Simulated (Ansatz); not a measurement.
# SrTiO3, carrier doping

Base system: SrTiO$_{3}$ in the cubic perovskite structure (space group Pm-3m, No. 221; a = 3.908 Å).

Carriers are added at fixed cell with a uniform background; the Fermi–Dirac width is that of 300 K.

Method: r2SCAN (Ansatz, a program for electronic structure), scalar-relativistic without spin-orbit coupling, earlier PAW set.

Notes on the quantities. Fermi level from band edge: Fermi level relative to the doped band's edge (positive inside the band; to 0.05 eV).

```
change                    Fermi level from band edge  gap between the host's bands
------------------------  --------------------------  ----------------------------
undoped                                            –                       2.27 eV
electrons 2.0×10^21 cm⁻³                    +0.20 eV                       2.43 eV
electrons 3.0×10^21 cm⁻³                    +0.25 eV                       2.52 eV
electrons 5.0×10^21 cm⁻³                    +0.40 eV                       2.69 eV
electrons 7.0×10^21 cm⁻³                    +0.55 eV                       2.85 eV
holes 2.0×10^21 cm⁻³                        +0.10 eV                       2.32 eV
holes 3.0×10^21 cm⁻³                        +0.10 eV                       2.35 eV
holes 5.0×10^21 cm⁻³                        +0.15 eV                       2.40 eV
holes 7.0×10^21 cm⁻³                        +0.25 eV                       2.46 eV
```

Carriers are added with a uniform compensating background; total energy and stress of such cells depend on the potential's zero and are not compared; many-body gap narrowing is missing at this level. Stability against distortions was not tested. All final runs are without spin polarisation. Many cubic perovskites are stable only at high temperature; tilts and polar distortions were not tested.
